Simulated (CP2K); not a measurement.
A self-consistent single point of ScIn3 (Pm-3m, 4 atoms in the cell) with CP2K.

Level of theory: PBEsol, GPW, DZVP-MOLOPT-SR-GTH basis, GTH-PBE potentials (GTH_POTENTIALS) in CP2K 2026.2.

The change in words: lattice scaled by 0.98. Reference geometry:
```
ScIn3
1.0
    4.49569     0.00000     0.00000
    0.00000     4.49569     0.00000
    0.00000     0.00000     4.49569
Sc In
1 3
Cartesian
  0.00000   0.00000   0.00000
  0.00000   2.24784   2.24784
  2.24784   0.00000   2.24784
  2.24784   2.24784   0.00000
```

Reference input (self-consistent single point, DFT PBEsol, GPW, DZVP-MOLOPT-SR-GTH basis, GTH-PBE potentials (GTH_POTENTIALS)): CUTOFF = 600 Ry; REL_CUTOFF = 50 Ry; SMEAR/METHOD = FERMI_DIRAC; ELECTRONIC_TEMPERATURE = 1160.45 K; KPOINTS/SCHEME = MONKHORST-PACK 6 6 6; GAMMA_CENTERED = T; XC_FUNCTIONAL = PBE:PBESOL; Sc/BASIS_SET = DZVP-MOLOPT-SR-GTH; Sc/POTENTIAL = GTH-PBE-q11; In/BASIS_SET = DZVP-MOLOPT-SR-GTH; In/POTENTIAL = GTH-PBE-q13; METHOD = GPW. This run's input differs from it in these lines:

```diff
@@ -66,5 +66,5 @@
     &CELL
-      A 4.49569000 0.00000000 0.00000000
-      B 0.00000000 4.49569000 0.00000000
-      C 0.00000000 0.00000000 4.49569000
+      A 4.40577600 0.00000000 0.00000000
+      B 0.00000000 4.40577600 0.00000000
+      C 0.00000000 0.00000000 4.40577600
       PERIODIC XYZ
```

Output, abridged:

```
 SCF WAVEFUNCTION OPTIMIZATION

  Step     Update method      Time    Convergence         Total energy    Change
     1 NoMix/Diag. 0.20E+00      -     1.47751637      -215.8954794362 -2.16E+02
     2 Broy./Diag. 0.20E+00      -     0.07867683      -216.3649518556 -4.69E-01
     3 Broy./Diag. 0.20E+00      -     0.05753557      -216.1489032613  2.16E-01
     4 Broy./Diag. 0.20E+00      -     0.08323566      -215.5737623219  5.75E-01
     5 Broy./Diag. 0.20E+00      -     0.00964731      -215.2539167385  3.20E-01
     6 Broy./Diag. 0.20E+00      -     0.00458800      -215.2581786135 -4.26E-03
   [... 2 lines left out ...]
     9 Broy./Diag. 0.20E+00      -     0.00005118      -215.3017321038  1.27E-03
    10 Broy./Diag. 0.20E+00      -     0.00002581      -215.3014775063  2.55E-04
    11 Broy./Diag. 0.20E+00      -     0.00000639      -215.3014690913  8.41E-06
    12 Broy./Diag. 0.20E+00      -     0.00000068      -215.3014907557 -2.17E-05
  *** SCF run converged in    12 steps ***

  Overlap energy of the core charge distribution:               0.00000000000138
  Self energy of the core charge distribution:               -358.51130544847319
  Core Hamiltonian energy:                                    105.91473362191596
  Hartree energy:                                              65.51784282043971
  Exchange-correlation energy:                                -28.22099675568180
  Electronic entropic energy:                                  -0.00176499260496
  Fermi energy:                                                 0.34129619558321

  Total energy:                                              -215.30149075571060
  Total energy (extrapolated to T->0):                       -215.30060825940814

                     Mulliken Population Analysis

   [... lines left out ...]

 STRESS| Analytical stress tensor [bar]
 STRESS|                        x                   y                   z
 STRESS|      x        2.93525394938E+04   2.41989287116E-04   2.41990024146E-04
 STRESS|      y        2.41989287116E-04   2.93525369113E+04   2.41995377849E-04
 STRESS|      z        2.41990024146E-04   2.41995377849E-04   2.93524440132E+04
 STRESS| 1/3 Trace                                             2.93525068061E+04
```

The run converged in 12 iterations. Against the reference run the free energy goes up by 5.8 meV/atom and the pressure goes from -1.29 to 2.94 GPa.

The starting cell comes from a database of computed structures (which also holds hypothetical and non-ambient phases and stackings), without a prior relaxation at this level. For this run, on top of that: lattice scaled by 0.98. Values carry the incompleteness of an atom-centred basis. The potentials were made for another functional than the one used.

Cost on one core of a shared machine: roughly 70 s.
